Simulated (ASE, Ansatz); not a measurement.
One thermal frame of composition Na3Si6B5O21, cell Na6Si12B10O42, held well above this temperature first [in the CHGNet run: it was liquid; mean temperature 1697 K (target 1620 K); density 1.98 g/cm³, volume +7 % from the start cell's; mean pressure 0.7 GPa against a target of 0], 1620 K, computed in Ansatz (plane waves, PAW) at several levels on the same positions and k-sampling (Γ only); no spin polarisation or spin-orbit coupling.

Warnings of the HSE06 run: stress exchange threshold loose, stress scf threshold loose. Warnings of the PBE0 run: stress exchange threshold loose, stress scf threshold loose. 

The frame comes from MD with CHGNet (ASE). The base level is PBE (cutoff 420 eV), whose static pressure on this k-sampling is 2.2 GPa. On the run's last frame a denser k-mesh moved the forces by 0.004 eV/Å rms, the static pressure by 0.00 GPa and the free energy by -1 meV/atom, which is about how far such values are converged. That check is the base level's; hybrids converge more slowly with the size of the cell. Differences between levels on one k-sampling err less than the absolute values. Cutoffs of the other levels: 500 eV for r2SCAN, the files' default (420 eV for most) otherwise. Volume per atom 15.00 Å³.

```json
[
 {"level": "PBE", "static pressure less the base's (GPa)": "0", "rms force change from the base (eV/Å)": "0", "gap at the supercell's Γ (eV)": "1.96", "cost": "(base)"},
 {"level": "r2SCAN", "static pressure less the base's (GPa)": "[?]", "rms force change from the base (eV/Å)": "[?]", "gap at the supercell's Γ (eV)": "[?]", "cost": "very roughly 60 core-seconds"},
 {"level": "HSE06", "static pressure less the base's (GPa)": "[?]", "rms force change from the base (eV/Å)": "0.27", "gap at the supercell's Γ (eV)": "[?]", "cost": "roughly 4 core-minutes"},
 {"level": "PBEsol", "static pressure less the base's (GPa)": "[?]", "rms force change from the base (eV/Å)": "0.08", "gap at the supercell's Γ (eV)": "[?]", "cost": "about 15 core-seconds (a rough figure)"},
 {"level": "LDA", "static pressure less the base's (GPa)": "[?]", "rms force change from the base (eV/Å)": "[?]", "gap at the supercell's Γ (eV)": "[?]", "cost": "very roughly 14 core-seconds"},
 {"level": "PBE0", "static pressure less the base's (GPa)": "[?]", "rms force change from the base (eV/Å)": "0.28", "gap at the supercell's Γ (eV)": "[?]", "cost": "around 4 core-minutes (rough)"}
]
```

Task: Fill in the missing entries.

Result: 
- r2SCAN, static pressure less the base's (GPa): -3.5
- r2SCAN, rms force change from the base (eV/Å): 0.22
- r2SCAN, gap at the supercell's Γ (eV): 2.53
- HSE06, static pressure less the base's (GPa): -3.9
- HSE06, gap at the supercell's Γ (eV): 3.50
- PBEsol, static pressure less the base's (GPa): -2.0
- PBEsol, gap at the supercell's Γ (eV): 2.01
- LDA, static pressure less the base's (GPa): -5.3
- LDA, rms force change from the base (eV/Å): 0.23
- LDA, gap at the supercell's Γ (eV): 1.89
- PBE0, static pressure less the base's (GPa): -4.0
- PBE0, gap at the supercell's Γ (eV): 4.27

Ansatz is a program for electronic structure.
